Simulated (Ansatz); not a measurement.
Consider Ge₂Sb₂Te₅ (space group P-3m1, No. 164).

```
CELL_PARAMETERS angstrom
      4.29328     0.00000     0.00000
     -2.14664     3.71809     0.00000
      0.00000     0.00000    17.63419
ATOMIC_POSITIONS crystal
  Te 0.00000 0.00000 0.00000
  Ge 0.66667 0.33333 0.09824
  Ge 0.33333 0.66667 0.90176
  Te 0.33333 0.66667 0.19409
  Te 0.66667 0.33333 0.80591
  Sb 0.00000 0.00000 0.30944
  Sb 0.00000 0.00000 0.69056
  Te 0.66667 0.33333 0.40641
  Te 0.33333 0.66667 0.59359
```

Cartesian axes are those of the cell as printed.

Method: PBE/PAW in Ansatz (a first-principles code), no spin-orbit coupling.

For the base:

| Item | Result |
|---|---|
| Pressure | 0.00 GPa |
| Valence-band top at Γ | 0.00, -0.58, -0.85 eV |
| Hole mass | 0.52 mₑ along c, 0.12 mₑ across (at Γ) |

The change: biaxial strain −2.97 %, plane normal [001], relaxed out of plane (Cartesian); in-plane vectors clamped, the third vector and the atoms free.

**Question.** Predict the new pressure.

**Answer.** The pressure (mean of the normal stresses, compression positive) goes from zero to 1.64 GPa.

**Question.** Estimate the effect on the valence-band top at Γ.

**Answer.** The valence-band top at Γ (three highest levels, from the VBM) goes from 0.00, -0.58, -0.85 eV to 0.00, -0.77, -0.82 eV.

**Question.** What happens to the hole mass?

**Answer.** The hole mass becomes 0.35 mₑ out of plane, 0.18 mₑ in plane (at Γ) (base: 0.52 mₑ along c, 0.12 mₑ across (at Γ)).

Spin-orbit coupling, missing from the scalar runs, can matter with Sb and Te. The levels and masses belong to the bands next to the band gap. Effective masses come from finite differences of ±0.01 Å⁻¹. No phonon test of stability was made.
